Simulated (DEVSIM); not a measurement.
Structure: Schottky contact on n-type Si, at 250 K.

Layer 1 from the left is Si, thickness (μm) 1.80, Nd (cm⁻³) 2.1e15, τn (s) 5.1e-5, τp (s) 5.1e-5. Layer 2 from the left is Si, thickness (μm) 1.20, Nd (cm⁻³) 1.1e18, τn (s) 5.1e-5, τp (s) 5.1e-5.

Left contact: Schottky, work function 4.77 eV, emission velocity 1.2e7 cm/s. Right contact: ohmic. Voltage is applied to the left contact. Recombination: SRH at mid-gap, radiative. Gap narrowing is on: ΔEg = 6.92 meV × (l + √(l² + 0.5)), l = ln(N/1.3e17 cm⁻³), shared equally by both band edges. Mobility is μmin + (μ − μmin)/(1 + (N/Nref)^α).

This is a model device: material constants are rounded textbook-type values typed into the input, and sizes, dopings and lifetimes were drawn at random. Values at 300 K; Nc and Nv go as T^1.5, mobilities as T to minus their exponent, the gap by Varshni's rule with the affinity fixed.

Si: gap (eV) 1.124, affinity (eV) 4.05, permittivity 11.7, Nc (cm⁻³) 2.86e19, Nv (cm⁻³) 3.1e19, μn (cm²/Vs) 1417, μp (cm²/Vs) 470, μn,min 52, μp,min 45, Nref,n 9.7e16, Nref,p 2.2e17, αn 0.68, αp 0.72, T exponent of μn 2.3, T exponent of μp 2.2, B (cm³/s) 4.7e-15, Varshni α (eV/K) 0.000473, Varshni β (K) 636.

Simulated with DEVSIM: 1D drift-diffusion, Boltzmann statistics, complete ionisation; no tunnelling, impact ionisation, image-force lowering or self-heating. Metal contacts follow the ideal Schottky-Mott rule: no Fermi-level pinning, no interface dipoles.

Dark forward current:

```
|V| (V)  |J| (A/cm²)
-------  -----------
0.05        8.732e-7
0.10        9.604e-6
0.15        9.669e-5
0.20       0.0009612
0.25        0.009480
0.30         0.09233
0.35          0.8739
0.40           7.460
0.45           43.76
0.50           137.1
0.55           274.3
0.60           435.8
0.65           611.3
0.70           796.8
0.75           988.2
0.80            1183
0.85            1381
0.90            1582
0.95            1785
1.00            1990
1.05            2196
```

Q: Work out the local ideality factor n = ΔV / (kT/q · ln(J2/J1)) between the rows 0.10 and 0.15 V, 1.00 and 1.05 V.

A: kT/q = 21.54 mV. From 0.10 to 0.15 V: ln(9.669e-5/9.604e-6) = 2.309, n = 1.01, near the 1 of diffusion or emission over a barrier. From 1.00 to 1.05 V: ln(2196/1990) = 0.099, n = 23.57.

Q: Estimate the current at 0.20 V for emission alone, J0 = q v N_band exp(−φB/kT), and read the barrier back from the simulated current.

A: φB = 0.720 eV, N_band = 2.18e19 cm⁻³, J0 = 1.27e-7 A/cm²; J = J0 (exp(qV/kT) − 1) = 0.00137 A/cm². The simulation gives 0.000961 A/cm²; the estimate lies 43 % above. Read backwards, the simulated current gives an apparent barrier of 0.728 eV. The estimate leaves out transport through the depletion region and minority injection.
